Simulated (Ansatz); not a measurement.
Base system: Al in the fcc (Cu type) structure (space group Fm-3m, No. 225; relaxed with 0.1 eV smearing).

```
Al
1.0
    0.00000     2.00773     2.00773
    2.00773     0.00000     2.00773
    2.00773     2.00773     0.00000
Al
1
Cartesian
  0.00000   0.00000   0.00000
```

Cartesian axes are those of the cell as printed.

Level of theory: PBEsol (Ansatz, a program for electronic structure, PAW, no SOC).

Modification: every lattice vector is stretched by 2.00 %; the atoms relax in the strained cell.

Question: Predict the stress tensor and what it implies for the stiffness.

Answer: Stress of the strained cell less that of the base (GPa, compression positive):
```
   -4.3     0.0     0.0
    0.0    -4.3     0.0
    0.0     0.0    -4.3
```

Then B = −ΔP/(ΔV/V₀) with ΔV/V₀ = 0.0612 gives secant stiffness values (nonlinear terms included at this strain): B ≈ 70 GPa.

As a check, the harmonic strain energy −½ V₀ Δσ:ε is 13 meV/atom; the computed energy rise is 14 meV/atom.

Stability against distortions was not tested.
